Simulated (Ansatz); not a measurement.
Consider a 30-atom supercell of TiB2 (space group P6/mmm, No. 191; a = 3.017 Å, c = 3.185 Å) at its relaxed geometry.

Computed with PBEsol (Ansatz, a program for electronic structure; PAW; 420 eV plane waves; no SOC), earlier PAW set.

For the base:

```
Property   Result
--------  -------
Pressure  0.0 GPa
```

It is then changed as follows: one B atom is added in an open site, starting 1.53 Å from the nearest host atom, atoms relaxed at fixed cell, starting from a slightly rattled geometry.

**Question.** What happens to the final site of the added atom?

**Answer.** The final site of the added atom is 4 B at 1.78–1.80 Å and 4 Ti at 1.83–2.58 Å.

**Question.** What happens to the pressure?

**Answer.** The pressure goes from zero to 9.7 GPa.

**Question.** What happens to the largest displacement of a host atom from its site in the perfect cell?

**Answer.** The largest displacement of a host atom from its site in the perfect cell amounts to 0.33 Å.

The cell is small, so the values are those of an ordered compound at a high defect concentration; dilute-limit values will differ. The mesh was chosen for an insulator and is coarse for the gapless case. The final runs are not spin-polarised. The defect cell is not spin-polarised.
